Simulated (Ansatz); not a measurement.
The reference is SnS in the rock salt structure (space group Fm-3m, No. 225; a model cell).

```
SnS
1.0
    0.00000     2.87189     2.87189
    2.87189     0.00000     2.87189
    2.87189     2.87189     0.00000
Sn S
1 1
Cartesian
  2.87189   2.87189   2.87189
  0.00000   0.00000   0.00000
```

Cartesian axes are those of the cell as printed.

Calculations: PBEsol/PAW in Ansatz (a first-principles code), no spin-orbit coupling.

Now apply this change: uniaxial strain ε_yy = +0.90 %, all other strain components held at zero, atoms relaxed at fixed cell.

Problem. Predict the stress tensor and what it implies for the stiffness.

Solution. Stress of the strained cell less that of the base (GPa, compression positive):
```
  -0.13    0.00    0.00
   0.00   -1.29    0.00
   0.00    0.00   -0.13
```

Then −Δσ_ii/ε with ε = 0.0090 gives relaxed-ion elastic constants: C22 ≈ 144 GPa.

Stability against distortions was not tested. The base started in P3_121 and relaxed to Fm-3m at this level.
